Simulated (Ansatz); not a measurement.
The parent structure is HfS₂ in the CdI2 type structure (space group P-3m1, No. 164; a = 3.547 Å, c = 5.577 Å; layered, stacked along the Cartesian z axis).

All numbers come from Kohn–Sham DFT with the PBEsol-D3(BJ) functional, run in Ansatz (an electronic-structure program) with PAW and 420 eV plane waves, no spin-orbit coupling.

Base values:

The pressure is 0.0 GPa.

Perturbation: an isotropic linear strain of −3.00 %; the atoms relax in the strained cell.

How does this affect the largest internal atomic displacement?

The largest internal atomic displacement is 0.078 Å.

What does the calculation give for the energy relative to the base after the change?

The energy increases by 30 meV/atom.

Predict the new pressure.

The pressure (mean of the normal stresses, compression positive) goes from zero to 5.8 GPa.

The mesh was chosen for an insulator and is coarse for the gapless case. No phonon test of stability was made. All final runs are without spin polarisation.
